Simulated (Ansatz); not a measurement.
**Element substitutions in hypothetical zinc blende TlBr**

Take TlBr in the zinc blende structure (space group F-43m, No. 216; a = 7.504 Å; a hypothetical phase, not in the database extracts checked) as the base.

Each row replaces one element on all its sites; cell and atoms are relaxed.

Levels (all Ansatz, a quantum-chemistry and plane-wave program, PAW, earlier PAW set): PBE (420 eV, without spin-orbit coupling); PBEsol (420 eV, no spin-orbit coupling).

The base cell above is that of PBE; each level relaxes its own structures.

```csv
case,"lattice parameter a, PBE","lattice parameter a, PBEsol"
Tl → B,11.482 bohr,11.222 bohr
Tl → Ti,11.310 bohr,11.006 bohr
Tl → Bi,13.569 bohr,13.266 bohr
```

PBE lies above PBEsol in every row, by 0.261 bohr to 0.304 bohr. They put the cases in the same order.

Other magnetic orders, which the real material may have, were not ruled out. Stability against distortions was not tested. As relaxed here, BBr, TiBr and BiBr are hypothetical phases, not in the database extracts checked. No Hubbard U is applied, and correlation can decide whether such a compound is a metal. Spin-polarised in the final run: PBE TiBr and PBEsol TiBr; the other runs are not.
